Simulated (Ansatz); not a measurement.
Start from TaAs (space group I4_1md, No. 109; a = 3.463 Å, c = 11.733 Å).

(Cell as relaxed with PBE.)

Levels (all Ansatz, a program for electronic structure, PAW): PBE (420 eV, spin-orbit coupling left out); r2SCAN (500 eV, spin-orbit coupling left out).

Each level relaxes its own structure.

| base | PBE | r2SCAN |
|---|---|---|
| volume per atom | 17.59 Å³ | 17.34 Å³ |
| lattice parameter a | 3.463 Å | 3.442 Å |
| band gap | zero | zero |

Perturbation: cell and atoms relaxed at a pressure of 2.1 GPa.

```
quantity              PBE    r2SCAN
---------------  --------  --------
volume per atom  17.38 Å³  17.15 Å³
c/a ratio           3.381     3.396
```

PBE's volume per atom lies 0.23 Å³ above r2SCAN's (1.3 %); PBE's c/a ratio lies 0.015 below r2SCAN's. Neither level is exact; r2SCAN is the comparison here, not a measurement.

Spin-orbit coupling, missing from the scalar runs, can matter with Ta. Load acts through the strain it causes; cell and atoms are relaxed under it. Whether these cells are dynamically stable was not tested. The final runs are not spin-polarised. The zero or small gap of TaAs can change with the level of theory.
